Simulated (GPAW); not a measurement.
Input and output of a self-consistent single point for CaAlSiH (P1, 4 atoms in the cell) (GPAW).

Method of the run: PBEsol, GPAW PAW datasets PBEsol (made by gpaw-setup) (plane waves; GPAW).

The change in words: lattice scaled by 0.98. Reference geometry:
```
CaAlSiH
1.0
    4.14328     0.00000     0.00000
   -2.07164     3.58819     0.00000
    0.00000     0.00000     4.69823
Ca Al Si H
1 1 1 1
Cartesian
 -0.01730  -0.00358   4.69101
  2.09098   1.18129   2.15498
 -0.00771   2.39518   2.66500
  2.07731   1.21136   0.38677
```

Reference input (self-consistent single point, DFT PBEsol, plane waves, GPAW PAW datasets PBEsol (made by gpaw-setup)): mode = pw; ecut = 800 eV; xc = PBEsol; kpts = 8 8 6; mesh shift (steps) = 0 0 0; occupations.name = fermi-dirac; occupations.width = 0.02 eV; nbands = -8; convergence.density = 1e-05 e/electron; convergence.energy = 1e-05 eV/electron; convergence.bands = -6; symmetry.symmorphic = false. This run's input differs from it in these lines:

```diff
@@ -5,5 +5,5 @@
 atoms = Atoms(['Ca', 'Al', 'Si', 'H'],
-              cell=[[4.143280, 0.000000, 0.000000],
-                    [-2.071640, 3.588186, 0.000000],
-                    [0.000000, 0.000000, 4.698230]],
+              cell=[[4.060414, 0.000000, 0.000000],
+                    [-2.030207, 3.516422, 0.000000],
+                    [0.000000, 0.000000, 4.604265]],
               scaled_positions=[[-0.004675, -0.000999, 0.998464],
```

The program printed (abridged):

```
     iter     time        total  log10-change:
                         energy   eigst   dens
iter:   1 --:--:--   -17.326715   +0.64
iter:   2 --:--:--   -17.372038   -0.19  -0.99
iter:   3 --:--:--   -17.101302   -0.51  -1.03
iter:   4 --:--:--   -17.119479   -0.86  -1.33
iter:   5 --:--:--   -17.084192   -1.86  -1.68
iter:   6 --:--:--   -17.083941   -2.32  -1.91
iter:   7 --:--:--   -17.080549   -2.65  -2.27
iter:   8 --:--:--   -17.079526   -3.56  -2.53
iter:   9 --:--:--   -17.079535   -4.19  -3.02
iter:  10 --:--:--   -17.079407c  -4.39  -3.11
iter:  11 --:--:--   -17.079407c  -5.09  -3.72
iter:  12 --:--:--   -17.079404c  -5.62  -3.76
iter:  13 --:--:--   -17.079402c  -6.44  -3.88
iter:  14 --:--:--   -17.079402c  -7.17  -4.13
iter:  15 --:--:--   -17.079402c  -7.33  -4.24
iter:  16 --:--:--   -17.079402c  -7.17  -4.33
iter:  17 --:--:--   -17.079402c  -8.39c -4.55
iter:  18 --:--:--   -17.079402c  -8.19c -4.71
iter:  19 --:--:--   -17.079402c  -8.49c -4.94
iter:  20 --:--:--   -17.079402c  -9.83c -5.53c
Converged after 20 iterations.

Dipole moment: (0.717425, -0.154170, -0.638578) |e|*Ang

Energy contributions relative to reference atoms: (reference = -32961.621429)

Kinetic:        +23.735774
Potential:      -17.342178
External:        +0.000000
XC:             -22.854306
Entropy (-ST):   -0.000010
Local:           -0.618687
SIC:             +0.000000
--------------------------
Free energy:    -17.079407
Extrapolated:   -17.079402

Showing only first 2 kpts
 Kpt  Band  Eigenvalues  Occupancy
  0     7      4.81696    2.00000
  0     8      4.94813    2.00000
  0     9      7.47919    0.00000
  0    10      8.38880    0.00000

  1     7      4.91745    2.00000
  1     8      5.05246    2.00000
  1     9      7.69099    0.00000
  1    10      7.85326    0.00000

Fermi level: 5.99359

Gap: 0.214 eV
Transition (v -> c):
   [... lines left out ...]
Direct gap: 1.248 eV
   [... lines left out ...]
Energy (eV): -17.079402

Forces in eV/Ang:
  0 Ca    0.08288    0.00537    0.08614
  1 Al   -0.31768    0.20120    0.03602
  2 Si    0.25990   -0.16851    0.05015
  3 H    -0.02513   -0.03810   -0.17214

Stress tensor:
    -0.020218    -0.002499    -0.001676
    -0.002499    -0.023868     0.000536
    -0.001676     0.000536    -0.007061
Stress (GPa, Voigt): [-3.2394 -3.8241 -1.1314  0.0858 -0.2685 -0.4005]
```

The run converged in 20 iterations. GPAW prints stress with tension positive. Against the reference run the free energy rises by 3.3 meV/atom, the pressure goes from -1.50 to 2.73 GPa, the largest force goes from 0.332 to 0.378 eV/Å and the gap on the mesh goes from 0.239 to 0.214 eV.

The starting cell comes from a database of computed structures (which also holds hypothetical and non-ambient phases and stackings), without a prior relaxation at this level. Its atoms were displaced at random from the sites of space group no. 156. For this run, on top of that: lattice scaled by 0.98.

Cost on one core of a shared machine: roughly 3 min.
